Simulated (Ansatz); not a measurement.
Start from ZnGeP2 in the chalcopyrite structure (space group I-42d, No. 122).

```
ZnGeP2
1.0
   -2.71213     2.71213     5.35485
    2.71213    -2.71213     5.35485
    2.71213     2.71213    -5.35485
Zn Ge P
2 2 4
Direct
  0.00000   0.00000   0.00000
  0.75000   0.25000   0.50000
  0.50000   0.50000   0.00000
  0.25000   0.75000   0.50000
  0.87500   0.87334   0.49834
  0.12666   0.62500   0.00166
  0.37500   0.37666   0.50166
  0.62334   0.12500   0.99834
```

The values are results of Ansatz (an electronic-structure program) PBEsol, no spin-orbit coupling, not measurements.

Strains are applied to the cell and any free atomic positions relax.

One change was made to it. Results:

```json
[
 {"quantity": "hole mass", "base": "0.096 mₑ along c, 0.33 mₑ across (at Γ)", "after": "0.12 mₑ along c, 0.30 mₑ across (at Γ)"},
 {"quantity": "valence-band top at Γ (three highest levels, from the VBM)", "base": "0.00, -0.07, -0.07 eV", "after": "0.00, -0.07, -0.07 eV"},
 {"quantity": "energy relative to the base (free energy F)", "base": "0 meV/atom", "after": "+25 meV/atom"},
 {"quantity": "mean gap deformation potential ΔEg/Δln V", "base": "–", "after": "+1.6 eV"}
]
```

### Question
Which change produced these results?
A) isotropic strain −3.00 %
B) isotropic strain −0.75 %
C) isotropic strain −2.25 %

### Answer
C, isotropic strain −2.25 %. For comparison, the energy relative to the base in the other runs: isotropic strain −3.00 % gives +46 meV/atom; isotropic strain −0.75 % gives +2.7 meV/atom.

Masses are band curvatures over ±0.01 Å⁻¹ around the edge. No phonon test of stability was made.
